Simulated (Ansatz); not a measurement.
This Ansatz (an electronic-structure program) input is the reference run, SnTe in the rock salt structure (space group Fm-3m, No. 225), computed with Kohn–Sham DFT with the PBEsol functional, run in Ansatz with PAW and 420 eV plane waves, no spin-orbit coupling:

Ansatz 0.2 input:
```yaml
crystal:
  lattice:
    - [0, 3.1445591269, 3.1445591269]
    - [3.1445591269, 0, 3.1445591269]
    - [3.1445591269, 3.1445591269, 0]
  atoms:
    - { symbol: Sn, position: [0, 0, 0] }
    - { symbol: Te, position: [0.5, 0.5, 0.5] }
basis: { ecutwfc: 420, ecutrho_ratio: 4, xc_grid: 2, fft_grid_basis: typed }
kpoints: { mp_grid: { grid: [13, 13, 13] } }
hamiltonian:
  xc: pbesol
  dispersion: none
  pseudopotentials: { kind: paw }
scf: { occupations: { method: fermi_dirac, width: 0.05 }, convergence: { dr2_threshold: 0.0000000002 } }
output: { forces: true, stress: true }
checkpoint: { write: state.ck, write_every: 1000 }
```

Problem. Write the input for this change: biaxial strain −0.50 %, plane normal [001], relaxed out of plane (Cartesian); in-plane vectors clamped, the third vector and the atoms free.

Solution. 
Ansatz 0.2 input:
```yaml
crystal:
  lattice:
    - [4.4248427741, 0, 0]
    - [0, 4.4248427741, 0]
    - [2.2124213871, -2.2124213871, 3.1524205247]
  atoms:
    - { symbol: Sn, position: [0, 0, 0] }
    - { symbol: Te, position: [0.5, 0.5, 0] }
basis: { ecutwfc: 420, ecutrho_ratio: 4, xc_grid: 2, fft_grid_basis: typed }
kpoints: { mp_grid: { grid: [13, 13, 13] } }
hamiltonian:
  xc: pbesol
  dispersion: none
  pseudopotentials: { kind: paw }
scf: { occupations: { method: fermi_dirac, width: 0.05 } }
relax: { f_tol: 0.005, max_steps: 50, cell: { stress_tol: 0.01, fix: [a, b, gamma] } }
output: { forces: true, stress: true }
checkpoint: { write: state.ck, write_every: 1000 }
```
This is the input that was run; other choices of cell and start would serve too.

Whether these cells are dynamically stable was not tested.
